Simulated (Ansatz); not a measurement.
Levels about the gap of amorphous Hf18O39Ga2 (59 atoms in a cell of 759 Å³, 8.70 g/cm³; zone centre alone, so wide bands show as single levels with stretches between that a denser mesh fills), at the geometry that PBE relaxed, where it gives -0.4 GPa on a denser mesh. The participation number counts the atoms over which a state spreads; weights are charges in smoothed Voronoi cells. The levels come from a single point, so bond lengths are those of that geometry. Method of the levels: r2SCAN, scalar-relativistic without spin-orbit coupling (Ansatz, a quantum-chemistry and plane-wave program). Sampling: the zone centre alone; Fermi-Dirac width 0.02 eV; no spin polarisation. At PBE the levels at the filled edge of the gap are localised (band-tail or defect states), and the nearest spread-out levels lie 3.8 eV apart at the zone centre.

The cell was made by melting and quenching with the CHGNet potential and then relaxed with DFT. O atoms were pushed apart under 1.9 Å during the dynamics, to hinder bonds among them. The hot cell started wider than the set density and was brought back towards it in steps. It is the lowest in DFT energy of 2 quenches. It is a model cell: composition and starting density were chosen by hand, and all elements were melted together. No dispersion term was used. Its density started from a set value of 8.70 and ended at 8.70 g/cm³. The simulated quench (nominally 300 K/ps over its main leg) is rapid and tends to freeze in more defects than a deposited or slowly cooled glass has. A cell of this size samples the disorder only roughly. The volume was held where the preparation left it, at a PBE pressure of -0.4 GPa (tension). Stress components on the final sampling reach 2.2 GPa.

```
E - E(highest filled), eV  filling  participation number        largest on  weight O  weight Hf  weight Ga
-------------------------  -------  --------------------  ----------------  --------  ---------  ---------
-0.46                       filled                  16.8   O, 3 neighbours      0.95       0.05       0.00
-0.39                       filled                  12.8   O, 2 neighbours      0.94       0.06       0.00
-0.33                       filled                  12.6   O, 3 neighbours      0.95       0.05       0.00
-0.29                       filled                  11.4   O, 2 neighbours      0.94       0.05       0.00
-0.27                       filled                   4.8   O, 2 neighbours      0.94       0.06       0.00
-0.20                       filled                   9.9   O, 2 neighbours      0.95       0.05       0.00
0.00                        filled                   5.9   O, 2 neighbours      0.95       0.05       0.00
4.05                         empty                  39.1  Hf, 6 neighbours      0.52       0.40       0.08
4.27                         empty                  22.6  Hf, 7 neighbours      0.39       0.60       0.01
4.37                         empty                  19.5  Hf, 7 neighbours      0.38       0.59       0.03
4.53                         empty                  23.5  Hf, 7 neighbours      0.36       0.63       0.01
4.64                         empty                  27.2  Hf, 6 neighbours      0.39       0.58       0.03
4.75                         empty                  24.4  Hf, 6 neighbours      0.37       0.61       0.01
4.80                         empty                  23.2  Hf, 6 neighbours      0.37       0.62       0.01
```

Most localised among these is the filled level at -0.27 eV, on a O atom, which has 2 neighbours (Hf 2.00 Å, Hf 2.00 Å).
